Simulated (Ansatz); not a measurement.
Ti on the Hf site in monoclinic HfO2 (start: the Hf site; 96-site cell, 2×2×2 shifted sampling), Hf-rich (Δμ(Hf) = 0.00 eV, Δμ(Ti) = -0.13 eV, bounded by Ti3O (P-31c); only phases computed here count, gases as isolated molecules at 0 K). Method: PBE, PAW (plane waves to 420 eV; Ansatz, a quantum-chemistry and plane-wave program). In charge state 0 (not spin-polarised) the formation energy is 1.84 eV. The crystal has 2.82 × 10^22 Hf sites per cm³.

Problem. Estimate the equilibrium concentration at 1300 K in the dilute limit, leaving out vibrational entropy and degeneracy.

Solution. kT = 0.1120 eV; c = N exp(−E_f / kT) = 2.82 × 10^22 × exp(−16.4) ≈ 2 × 10^15 cm^-3. An error of 0.2 eV in E_f moves this by a factor of 6.
